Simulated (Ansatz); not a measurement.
Start from HgTe in the zinc blende structure (space group F-43m, No. 216; a = 6.651 Å).

Computed with DFT with PBE, PAW potentials and a 420 eV plane-wave cutoff in Ansatz (a first-principles code), spin-orbit coupling left out, earlier PAW set.

| level | lattice parameter a |
|---|---|
| PBE | 6.651 Å |

**Question.** What does experiment give, and how far off is each level?

**Answer.** Measured: lattice parameter a 6.46 Å (room temperature; as listed in R. J. Cava et al., Journal of Materials Chemistry C (2013)). Computed minus measured — lattice parameter a: PBE +3.0 %. Measured values not marked as corrected hold thermal and zero-point effects that the static-lattice runs lack.

No phonon test of stability was made. The final runs are not spin-polarised.
